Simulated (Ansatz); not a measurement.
**WS2: pressure series**

The parent structure is WS2 in the 2H-MoS2 type structure (space group P6_3/mmc, No. 194; layered, stacked along the Cartesian z axis).

```cif
data_S4W2
_chemical_formula_sum 'W2 S4'
_space_group_name_H-M_alt 'P63/mmc'
_space_group_IT_number 194
_space_group_name_Hall '-P 6c 2c'
_cell_length_a 3.15408
_cell_length_b 3.15408
_cell_length_c 12.13731
_cell_angle_alpha 90.000
_cell_angle_beta 90.000
_cell_angle_gamma 120.000
loop_
_atom_site_label
_atom_site_type_symbol
_atom_site_symmetry_multiplicity
_atom_site_Wyckoff_symbol
_atom_site_fract_x
_atom_site_fract_y
_atom_site_fract_z
_atom_site_occupancy
W1 W 2 c 0.33333 0.66667 0.25000 1
S1 S 4 f 0.66667 0.33333 0.12026 1
```

Cell and atoms are relaxed at each pressure.

Computed with Ansatz (an electronic-structure program), PBE-D3(BJ), PAW, cutoff 420 eV, no SOC.

Two rows of this table had their results exchanged by mistake.

```tsv
pressure	volume per atom (Å³)	shortest distance (Å)	band gap
pressure −2 GPa	18.50	2.415	1.13 eV
pressure −1 GPa	17.83	2.411	0.98 eV
pressure 1.8 GPa	16.90	2.402	0.76 eV
pressure 4.2 GPa	14.72	2.364	0.17 eV
pressure 9 GPa	15.67	2.383	0.45 eV
pressure 18 GPa	16.40	2.395	0.64 eV
pressure 30 GPa	13.82	2.343	zero
pressure 45 GPa	12.99	2.322	zero
pressure 60 GPa	12.32	2.305	zero
```

Task: Which two?

Result: The rows for pressure 4.2 GPa and pressure 18 GPa: the volume has to fall steadily with pressure, so 16.40 Å³ belongs to pressure 4.2 GPa and 14.72 Å³ to pressure 18 GPa.

A case with no gap was solved on a k-mesh chosen for an insulator, which is coarse for it. Spin-orbit coupling, missing from the scalar runs, can matter with W. Load acts through the strain it causes; cell and atoms are relaxed under it. Stability against distortions was not tested. No other phases were tried under pressure. All final runs are without spin polarisation. A zero or small gap of WS2 under pressure 18 GPa, WS2 under pressure 30 GPa and WS2 under pressure 45 GPa can be the functional's error rather than a property of the material.
